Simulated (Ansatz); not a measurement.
# TiNi under load (space group P4/mmm): band-structure transport figures

Input:

```yaml
crystal:
  lattice:
    - [2.92576, 0.00000, 0.00000]
    - [0.00000, 2.92576, 0.00000]
    - [0.00000, 0.00000, 2.97031]
  atoms:
    - { symbol: Ti, position: [0.50000, 0.50000, 0.50000] }
    - { symbol: Ni, position: [0.00000, 0.00000, 0.00000] }
```

The numbers are results of PBEsol, rigid bands (plane waves, PAW, scalar-relativistic; Ansatz, a first-principles code), not measurements. Condition of this run: biaxial strain xx = yy = -1.5 %, z clamped. Cell: cell and atoms relaxed with PBEsol, then loaded as said.

```json
{
  "density of states at the Fermi level": "2.63 states/(eV·cell), both spins",
  "bare Sommerfeld coefficient": "3.1 mJ/(mol of atoms·K²)",
  "drude_plasma_energy": "6.2 eV",
  "root-mean-square Fermi velocity": "3.8e5 m/s",
  "resistivity times τ": "12.6 (x), 12.6 (y), 12.9 (z) ×10⁻²² Ω·m·s"
}
```

A metal at this level (no band gap); rigid bands, thermally averaged at 300 K, both spins. Spin-orbit coupling is left out. τ is one relaxation time for all states.

Computed structure with no diffraction record at hand here (it may be known, metastable or hypothetical): TiNi under load (space group P4/mmm). Treated as nonmagnetic (a ferromagnetic start lost its moment, other orders weren't tried): TiNi under load (space group P4/mmm).
